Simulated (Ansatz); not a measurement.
Ansatz (a program for electronic structure) is run on Al₄Si (R-3m, 5 atoms in the cell), and the run fails. The aim is a self-consistent single point with DFT, PBEsol, plane waves, default PAW files made with PBE.

Cell that was meant: a = 11.2058 Å, b = 11.2058 Å, c = 11.2058 Å, α = 14.24°, β = 14.24°, γ = 14.24°.

Part of the input:

Ansatz 0.2 input:
```yaml
kpoints:
  mp_grid:
    grid: [14, 14, 14]
hamiltonain:
  xc: pbesol
  pseudopotentials:
    kind: paw
```

The program printed (abridged):

```
Error: YAML parse error: error: line 18 column 1: unknown field `hamiltonain`, expected one of crystal, accuracy, basis, kpoints, hamiltonian, magnetization, projection, total_charge, correlation, batch, efield, external_charges, scf, relax, neb, saddle, md, ramp, phonons, dielectric, real_time, elastic, magnetic_configurations, gw, evaluate, workflow, output, checkpoint, execution
  --> <input>:18:1
   |
16 |   mp_grid:
17 |     grid: [14, 14, 14]
18 | hamiltonain:
   | ^ unknown field `hamiltonain`, expected one of crystal, accuracy, basis, kpoints, hamiltonian, magnetization, projection, total_charge, correlation, [...]
19 |   xc: pbesol
20 |   pseudopotentials:
   |
```

Q: Read the log: what does the program object to, and what is the fix?

A: The program does not know the word hamiltonain. To fix it, write hamiltonian. The program stopped before any SCF iteration.

The sound input it was made from differs as follows (other fixes are possible):
```diff
-hamiltonain:
+hamiltonian:
```

With that input, the run converged in 8 iterations: free energy E − TS (on the zero of these files) -2719.2533 eV; Fermi level (on the code's own zero) 9.35 eV; pressure 5.62 GPa; largest force (vector length) 0.171 eV/Å (DFT, PBEsol, plane waves, default PAW files made with PBE).

On the sound input: the starting cell comes from a database of computed structures (which also holds hypothetical and non-ambient phases and stackings), without a prior relaxation at this level. Its lattice was rescaled by a random factor within 2.5 % of one. With a pressure of about 6 GPa the cell is away from its equilibrium volume at this level. Ansatz's pressure includes its estimate of the finite-basis (Pulay) stress.
